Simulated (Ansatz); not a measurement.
Take CdO in the rock salt structure (space group Fm-3m, No. 225) as the base.

```
CELL_PARAMETERS angstrom
      0.00000     2.38417     2.38417
      2.38417     0.00000     2.38417
      2.38417     2.38417     0.00000
ATOMIC_POSITIONS crystal
  O  0.00000 0.00000 0.00000
  Cd 0.50000 0.50000 0.50000
```

The values are results of DFT with PBE, PAW potentials and a 420 eV plane-wave cutoff in Ansatz (an electronic-structure program), scalar-relativistic without spin-orbit coupling, earlier PAW set, not measurements.

Base values:

* **Band gap**: zero
* **Lattice parameter a**: 4.768 Å

The change: Mg takes the place of Cd on all its sites; the structure is relaxed again.

Tabulated Pauling electronegativity and covalent radius: Cd 1.69, 1.44 Å; Mg 1.31, 1.41 Å.

Task: What happens to the band gap?

Result: The band gap becomes 4.46 eV (base: zero).

Task: What does the calculation give for the lattice parameter a after the change?

Result: The lattice parameter a falls by 0.514 Å (4.768 Å → 4.254 Å).

Task: Estimate the effect on the hole mass.

Result: The hole mass (degenerate bands, along [100]) comes out as 0.38, 2.2, 2.2 mₑ (at Γ).

Masses are band curvatures over ±0.01 Å⁻¹ around the edge. No phonon test of stability was made. The final runs are not spin-polarised. A zero or small gap of CdO can be the functional's error rather than a property of the material.
